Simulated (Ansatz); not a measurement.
Gap of a one-dimensional NaCl body, 8 atoms a period at several levels, all on one geometry.

```xyz
8
Lattice="14.0000 0.0000 0.0000 0.0000 14.0000 0.0000 0.0000 0.0000 5.3469" Properties=species:S:1:pos:R:3 pbc="T T T"
Na     5.7116     5.7116     0.0000
Cl     5.5247     5.5247     2.6735
Cl     5.5247     8.4753     0.0000
Na     5.7116     8.2884     2.6735
Cl     8.4753     5.5247     0.0000
Na     8.2884     5.7116     2.6735
Na     8.2884     8.2884     0.0000
Cl     8.4753     8.4753     2.6735
```

Levels: PBE (plane waves to 420 eV, PAW; Ansatz, an electronic-structure program); r2SCAN (plane waves to 500 eV, PAW; Ansatz); HSE06 (Ansatz). Unmarked values and the geometry are of the first. Mesh 1×1×56. No spin polarisation. It repeats along c; a and b span vacuum. A hypothetical model. It keeps the symmetry and period of its start, so it need not be a minimum against all distortions. On relaxing, bonds broke or formed, so the name tells the start alone. HSE06 ran on a 1×1×4 mesh and at PBE's edge points.

| level | gap (eV) |
|---|---|
| PBE | 5.16 |
| r2SCAN | (withheld) |
| HSE06 | 6.40 |

Task: Complete the blanks.

Result: 
- r2SCAN, gap (eV): 6.05
